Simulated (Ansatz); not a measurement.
CdTe: pressure series

Consider CdTe in the zinc blende structure (space group F-43m, No. 216).

CdTe is taken in the cubic space group F-43m (No. 216), the zinc blende structure, Pearson symbol cF8. Cell: a = 6.558 Å, b = 6.558 Å, c = 6.558 Å, α = 90.00°, β = 90.00°, γ = 90.00°. Te on 4c has 4 Cd at 2.840 Å (tetrahedral). Cd on 4a has 4 Te at 2.840 Å (tetrahedral). (Neighbours: up to the widest gap in distance over summed covalent radii, below 1.35, at either atom; cation-cation and far metal-metal contacts left out.)
(The calculation used a cell of 2 atoms; values per cell refer to that cell.)

Cell and atoms are relaxed at each pressure.

Calculations: plane-wave PAW DFT at the r2SCAN level (Ansatz, a first-principles code, 500 eV), no spin-orbit coupling.

Computed cases, in order: pressure −2 GPa; pressure −1 GPa; 0 GPa (base); pressure 0.9 GPa; pressure 2.1 GPa; pressure 4.5 GPa; pressure 9 GPa; pressure 15 GPa; pressure 22.5 GPa; pressure 30 GPa.

Task: Between which two neighbouring cases does the gap turn between direct and indirect?

Result: Between pressure 22.5 GPa (2.10 eV, direct at Γ) and pressure 30 GPa (2.05 eV, indirect, Γ → X). The whole series: pressure −2 GPa: 0.99 eV, direct at Γ; pressure −1 GPa: 1.08 eV, direct at Γ; 0 GPa (base): 1.17 eV, direct at Γ; pressure 0.9 GPa: 1.23 eV, direct at Γ; pressure 2.1 GPa: 1.32 eV, direct at Γ; pressure 4.5 GPa: 1.46 eV, direct at Γ; pressure 9 GPa: 1.67 eV, direct at Γ; pressure 15 GPa: 1.89 eV, direct at Γ; pressure 22.5 GPa: 2.10 eV, direct at Γ; pressure 30 GPa: 2.05 eV, indirect, Γ → X.

Spin-orbit coupling, missing from the scalar runs, can matter with Te. Load acts through the strain it causes; cell and atoms are relaxed under it. Stability against distortions was not tested. Measured, CdTe leaves this structure (for cinnabar) near 3.53 GPa (temperature not stated; as listed in Datta, Sujoy, Jana, Debnarayan, arXiv (2020)), on rising pressure, with hysteresis.
